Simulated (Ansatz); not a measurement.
L1₂ (Cu3Au-type) Pt3Ti

The numbers are results of PBEsol-D3(BJ) (PAW; Ansatz, an electronic-structure program), not measurements.

Settings: plane-wave cutoff 520 eV, 14×14×14 k mesh, Fermi–Dirac smearing 0.05 eV, no spin polarisation, scalar-relativistic PAW data made under PBE.

Cell (relaxed at this level):

Pt3Ti has the cubic space group Pm-3m (No. 221), the Cu3Au type structure, Pearson symbol cP4. Cell: a = b = c = 3.8606 Å, α = β = γ = 90.00°. Ti on 1a has 12 Pt at 2.730 Å and 6 Ti at 3.861 Å. Pt on 3c is coordinated by 8 Pt at 2.730 Å and 4 Ti at 2.730 Å (cuboctahedral). (Neighbours: up to the widest gap in distance over summed covalent radii, below 1.35, at either atom.)

```json
{
  "bulk modulus B0": "291 GPa",
  "band_gap": "none",
  "pressure derivative B′ of the bulk modulus": "4.9"
}
```

Spin–orbit coupling is not included.

Computing time: roughly 3 core-minutes.
